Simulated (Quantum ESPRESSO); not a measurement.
Quantum ESPRESSO is run on La5BPb3 (P6_3/mcm, 18 atoms in the cell), and the run fails. The aim is a self-consistent single point with DFT, LDA (PZ), plane waves, GBRV 1.5 ultrasoft (LDA) pseudopotentials.

The input file:

```fortran
&CONTROL
 calculation = 'scf'
 outdir = './out'
 pseudo_dir = './'
 tprnfor = .true.
 tstress = .true.
/
&SYSTEM
 ibrav = 0
 nat = 18
 ntyp = 3
 ecutwfc = 40
 ecutrho = 200
 occupations = 'smearing'
 smearing = 'methfessel-paxton'
 degauss = 0.0099958
/
&ELECTRONS
 conv_thr = 1.0d-10
/
ATOMIC_SPECIES
La   138.9055  la_lda_v1.uspp.F.UPF
B     10.8100  b_lda_v1.4.uspp.F.UPF
Pb   207.2000  pb_lda_v1.uspp.F.UPF
ATOMIC_POSITIONS {cartesian}
La    0.000000000    5.642421210    3.421315000
La    4.886480107    2.821210605    3.421315000
La    4.886480107    2.821210605    0.000000000
La    0.000000000    5.642421210    0.000000000
La    7.569450874    0.000000000    1.710657500
La    2.203509339    0.000000000    5.131972500
La    3.784725437    6.555336750    5.131972500
La    1.101754670    1.908295065    1.710657500
La   -3.784725437    6.555336750    1.710657500
La   -1.101754670    1.908295065    5.131972500
B     0.000000000    0.000000000    3.421315000
B     0.000000000    0.000000000    0.000000000
Pb    3.967333199    0.000000000    1.710657500
Pb    5.805627015    0.000000000    5.131972500
Pb    1.983666599    3.435811335    5.131972500
Pb    2.902813507    5.027820480    1.710657500
Pb   -1.983666599    3.435811335    1.710657500
Pb   -2.902813507    5.027820480    5.131972500
K_POINTS {automatic}
2 2 3  0 0 0
CELL_PARAMETERS {angstrom}
   9.772960213     0.000000000     0.000000000
  -4.886480107     8.463631815     0.000000000
   0.000000000     0.000000000     6.842630000
```

Log, with long lists cut:

```
     This program is part of the open-source Quantum ESPRESSO suite
     for quantum simulation of materials; please cite

 %%%%%%%%%%%%%%%%%%%%%%%%%%%%%%%%%%%%%%%%%%%%%%%%%%%%%%%%%%%%%%%%%%%%%%%%%%%%%%
     Error in routine read_cards (1):
     unknown option for ATOMIC_POSITION: ATOMIC_POSITIONS {CARTESIAN}
 %%%%%%%%%%%%%%%%%%%%%%%%%%%%%%%%%%%%%%%%%%%%%%%%%%%%%%%%%%%%%%%%%%%%%%%%%%%%%%

     stopping ...
```

Task: From the messages shown, name the fault and mend the input.

Result: The fault is a value that the program does not know. The key takes a closed list of words, and names differ between codes. To fix it, use one of the words that the key accepts. The program stopped before any SCF iteration.

An input that runs soundly differs in these lines (not the only fix; some lines may just follow from the change or write a value another way):
```diff
-ATOMIC_POSITIONS {cartesian}
+ATOMIC_POSITIONS {angstrom}
```

With that input, the run converged in 19 iterations: free energy E − TS -27478.5579 eV; Fermi level (on the code's own zero) 10.58 eV; pressure -3.88 GPa; largest force (vector length) 0.139 eV/Å (DFT, LDA (PZ), plane waves, GBRV 1.5 ultrasoft (LDA) pseudopotentials).

On the sound input: the starting cell comes from a database of computed structures (which also holds hypothetical and non-ambient phases and stackings), without a prior relaxation at this level. With a pressure of about -4 GPa the cell is away from its equilibrium volume at this level.
